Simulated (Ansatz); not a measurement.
For K in the bcc (W type) structure at 250 K, quasi-harmonic lattice dynamics with r2SCAN density-functional theory in Ansatz (plane waves, PAW) gives a volume expansion coefficient α_V = 209.74 × 10⁻⁶ K⁻¹, an isothermal bulk modulus B_T = 2.8 GPa, a molar volume V_m = 48.408 cm³/mol and C_V = 25.21 J/(mol K). 

Task: Work out the Grüneisen parameter, C_P and the adiabatic bulk modulus.

Result: γ = α_V B_T V_m / C_V = 1.13. C_P − C_V = α_V² B_T V_m T = 1.49 J/(mol K), so C_P = 26.70 J/(mol K). B_S = B_T C_P/C_V = B_T (1 + α_V γ T) = 3.0 GPa.

The PAW data sets were generated under PBE and serve the other functionals too.

Ansatz is a first-principles code.
